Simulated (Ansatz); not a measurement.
# MoGe (model structure, started from the NbAs type, I4₁md, No. 109, 4 atoms in the cell): lattice parameter a by level of theory

No measured value is used here.

```csv
level (code),value (Å)
PBE (Ansatz),3.438
PBEsol (Ansatz),…
PBE-D3(BJ) (Ansatz),3.410
```

Task: What belongs in the gaps?

Result: 
- PBEsol (Ansatz, a first-principles code), value (Å): 3.403

Ansatz's density-functional and Hartree–Fock values are scalar-relativistic unless marked +SOC, with PAW data made under PBE.

A model structure was made by putting elements into a prototype or built by hand; it is no filed structure, need not be a known phase, and can be a saddle point held by its symmetry.
